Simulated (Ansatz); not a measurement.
Start from CoPdO₂ (space group R-3m, No. 166; a = 2.862 Å, c = 17.853 Å (hexagonal axes); not spin-polarised; relaxed with 0.1 eV smearing). Axes: x lies along a and z along c of the hexagonal cell.

Method: PBE (Ansatz, a quantum-chemistry and plane-wave program, PAW, scalar-relativistic without spin-orbit coupling).

Perturbation: an isotropic linear strain of −1.51 %, atoms relaxed at fixed cell.

### Question
Predict the stress tensor and what it implies for the stiffness.

### Answer
Stress of the strained cell less that of the base (GPa, compression positive):
```
    9.3     0.0     0.0
    0.0     9.3     0.0
    0.0     0.0    13.0
```

Then B = −ΔP/(ΔV/V₀) with ΔV/V₀ = -0.0446 gives secant stiffness values (nonlinear terms included at this strain): B (at held cell shape, above the free-shape value) ≈ 235 GPa.

As a check, the harmonic strain energy −½ V₀ Δσ:ε is 16 meV/atom; the computed energy rise is 15 meV/atom.

Stability against distortions was not tested. No Hubbard U is applied and the magnetic state is the run's own (CoPdO2 not spin-polarised); small cells can't hold the antiferromagnetic order that many such compounds have, so gaps and moments can be off. All final runs are without spin polarisation.
